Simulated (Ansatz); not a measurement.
Start from Y in the hcp (Mg type) structure (space group P6_3/mmc, No. 194; a = 3.652 Å, c = 5.703 Å; relaxed with 0.1 eV smearing). Axes: x lies along a and z along c of the hexagonal cell.

Computed with PBE (Ansatz, a program for electronic structure, PAW, no spin-orbit coupling).

Perturbation: the cell is stretched by 2.00 % along z with no lateral relaxation; the atoms relax in the strained cell.

### Question
Predict the stress tensor and what it implies for the stiffness.

### Answer
Stress of the strained cell less that of the base (GPa, compression positive):
```
   -0.4     0.0     0.0
    0.0    -0.4     0.0
    0.0     0.0    -1.5
```

Then −Δσ_ii/ε with ε = 0.0200 gives secant stiffness values (nonlinear terms included at this strain): C33 ≈ 74 GPa, C13 ≈ 20 GPa and C23 ≈ 20 GPa.

Whether these cells are dynamically stable was not tested. The final runs are not spin-polarised.
